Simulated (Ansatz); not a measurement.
A computed series for MgO: element substitutions

Take MgO in the rock salt structure (space group Fm-3m, No. 225; a = 4.215 Å) as the base.

Each row replaces one element on all its sites; cell and atoms are relaxed.

Calculations: plane-wave PAW DFT at the PBEsol level (Ansatz, a quantum-chemistry and plane-wave program, 420 eV), no SOC, earlier PAW set.

Q: Only one of these has no band gap. Which?
A. O → F
B. Mg → Ca
C. Mg → Sr

A: A, O → F. Computed: Mg → Sr: 3.20 eV; O → F: zero; Mg → Ca: 3.54 eV

No phonon test of stability was made. As relaxed here, MgF is a hypothetical phase, not in the database extracts checked. All final runs are without spin polarisation. An odd electron count without spin: MgF.
